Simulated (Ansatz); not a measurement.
The starting structures come from a database of crystals and need not be the phases stable at ambient conditions.

Inside the gap of an insulator the Bloch states are evanescent, with a wavenumber k + iκ along the transport direction.

Consider the following.

```
CELL_PARAMETERS angstrom
      4.03698     0.00000     0.00000
      2.01849     3.49612     0.00000
      2.01849     1.16537     8.30274
ATOMIC_POSITIONS crystal
  In 0.11219 0.11219 0.66344
  In 0.00004 0.00004 0.99989
  Se 0.61515 0.61515 0.15456
  Se 0.83033 0.83033 0.50901
```

The cell was relaxed by PBE-D3(BJ).

Transport runs along the normal of the first two printed cell vectors, the (001) plane of the conventional cell.

The gap is the functional's own. No spin-orbit coupling. Mid-gap values are those at the computed energy nearest the middle.

Problem. Give the band gap and the smallest decay constant κ at mid-gap that r2SCAN (Ansatz, a first-principles code) yields.

Solution. Gap 0.71 eV on a 10×10×10 mesh; κ = 0.056 1/Å, at the zone centre.
